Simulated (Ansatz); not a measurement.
InP (model structure, P3m1, No. 156, 20 atoms in the cell) was calculated with LDA (PAW; Ansatz, an electronic-structure program).

Settings: plane-wave cutoff 520 eV, 12×12×1 k mesh (along the axes of the cell as run), Fermi–Dirac smearing 0.01 eV, scalar-relativistic PAW data made under PBE.

Cell (relaxed at this level):

```xyz
20
Lattice="4.1163 0.0000 0.0000 -2.0581 3.5648 0.0000 0.0000 0.0000 33.6924" Properties=species:S:1:pos:R:3 pbc="T T T"
In     0.0000     0.0000     0.0105
P      0.0000     0.0000     2.5325
In     0.0000     2.3765     3.3751
P      0.0000     2.3765     5.8981
In     2.0581     1.1883     6.7410
P      2.0581     1.1883     9.2641
In     0.0000     0.0000    10.1069
P      0.0000     0.0000    12.6300
In     0.0000     2.3765    13.4729
P      0.0000     2.3765    15.9959
In     2.0581     1.1883    16.8385
P      2.0581     1.1883    19.3605
In     0.0000     0.0000    20.2074
P      0.0000     0.0000    22.7371
In     2.0581     1.1883    23.5830
P      2.0581     1.1883    26.1114
In     0.0000     0.0000    26.9572
P      0.0000     0.0000    29.4856
In     2.0581     1.1883    30.3317
P      2.0581     1.1883    32.8613
```

Q: Give the computed band gap.

A: 
* **band gap**: 0.60 eV (on the SCF k mesh)

Note: the relaxation could raise the start's symmetry but not lower it, so the cell can be a saddle point.

Spin–orbit coupling is not included.

It cost about 19 core-minutes (a rough figure) of CPU time.

A model structure was made by putting elements into a prototype or built by hand; it is no filed structure, need not be a known phase, and can be a saddle point held by its symmetry.
